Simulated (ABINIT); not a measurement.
A relaxation of the atoms of KI (I4mm, 2 atoms in the cell) with ABINIT.

Computed with LDA (PW92), PAW (JTH v2.0 LDA PAW) (plane waves; ABINIT).

Input as run:

```
# KI, JTH v2.0 LDA PAW
pp_dirpath "./"
pseudos "K.LDA_PW-JTH.xml, I.LDA_PW-JTH.xml"
acell 9.3999677533 9.3999677533 9.3999677533
rprim
         0.0000000000    0.7071067812    0.7071067812
         0.7071067812    0.0000000000    0.7071067812
         0.7071067812    0.7071067812    0.0000000000
natom 2
ntypat 2
znucl 19 53
typat 1 2
xred
         0.0213230000    0.0213230000    0.9786770000
         0.5000000000    0.5000000000    0.5000000000
ecut 21
pawecutdg 42
pawxcdev 0
ixc 7
occopt 3
tsmear 0.00183747
nband 13
kptopt 1
ngkpt 4 4 4
nshiftk 1
shiftk 0 0 0
nstep 50
tolvrs 1.0e-10
ionmov 2
ntime 40
tolmxf 3.89e-05
prtwf 0
prtden 0
enunit 1
```

Output (repeated stretches shortened):

```
--- !BeginCycle
solver: {iscf: 17, nstep: 50, nline: 4, wfoptalg: 10, }
tolerances: {tolvrs: 1.00E-10, }
...

     iter   Etot(hartree)      deltaE(h)  residm     nres2
 ETOT  1  -40.370127688478    -4.037E+01 9.097E-02 3.485E+00
 ETOT  2  -40.446689690590    -7.656E-02 2.900E-03 1.818E+00
 ETOT  3  -40.444146944424     2.543E-03 1.384E-03 4.819E-01
 ETOT  4  -40.443456915090     6.900E-04 7.251E-04 1.653E-02
 ETOT  5  -40.443484510496    -2.760E-05 7.348E-04 1.833E-02
   [... 6 lines left out ...]
 ETOT 12  -40.443465687270     4.798E-11 7.616E-06 5.710E-09
 ETOT 13  -40.443465687273    -2.871E-12 2.516E-06 7.616E-10
 ETOT 14  -40.443465687274    -7.674E-13 5.235E-06 8.428E-10
 ETOT 15  -40.443465687273     5.613E-13 2.093E-06 4.981E-12
 At SCF step   15       nres2   =  4.98E-12 < tolvrs=  1.00E-10 =>converged.

 Cartesian components of stress tensor (hartree/bohr^3)
  sigma(1 1)=  3.97141933E-05  sigma(3 2)=  0.00000000E+00
  sigma(2 2)=  3.97141933E-05  sigma(3 1)=  0.00000000E+00
  sigma(3 3)=  2.84409124E-05  sigma(2 1)=  0.00000000E+00

 ----iterations are completed or convergence reached----

 reduced coordinates (array xred) for    2 atoms
       0.010715432794      0.010715432794      0.989284567206
       0.510607567206      0.510607567206      0.489392432794
 cartesian forces (eV/Angstrom) at end:
    1     -0.00000000000000     0.00000000000000    -0.00150597062917
    2      0.00000000000000    -0.00000000000000     0.00150597062917
 frms,max,avg= 8.6947255E-04 1.5059706E-03   0.000E+00  0.000E+00  7.048E-04 e/A
   [... lines left out ...]
 Fermi (or HOMO) energy (eV) =  -1.70199   Average Vxc (eV)=  -7.69241
total_energy        : -4.04438598270871E+01
   [... lines left out ...]
...

     1       -0.010607567206     -0.010607567206      0.010607567206
     2        0.010607567206      0.010607567206     -0.010607567206

-Cartesian components of stress tensor (GPa)         [Pressure= -1.1501E+00 GPa]
- sigma(1 1)=  1.14988770E+00  sigma(3 2)=  0.00000000E+00
- sigma(2 2)=  1.14988770E+00  sigma(3 1)=  0.00000000E+00
- sigma(3 3)=  1.15038598E+00  sigma(2 1)=  0.00000000E+00

 Calculation completed.
```

The run converged. 

Summary of the result:
- Free energy E − TS = -1100.53 eV
- Top of the valence band (on the code's own zero) = -3.21 eV
- Gap on the k-point mesh = 3.63 eV
- Pressure = -1.15 GPa
- Largest force (vector length) = 0.002 eV/Å
- Relaxation steps = 4

The starting cell has typed, rounded lattice constants, without a prior relaxation at this level. Its lattice was rescaled by up to half a per cent. For this run, on top of that: one atom moved by 0.15 angstrom. Spin-orbit coupling is off. The relaxation keeps the symmetry of its start, so its end need not be a minimum.

Cost on one core of a shared machine: roughly 80 s.
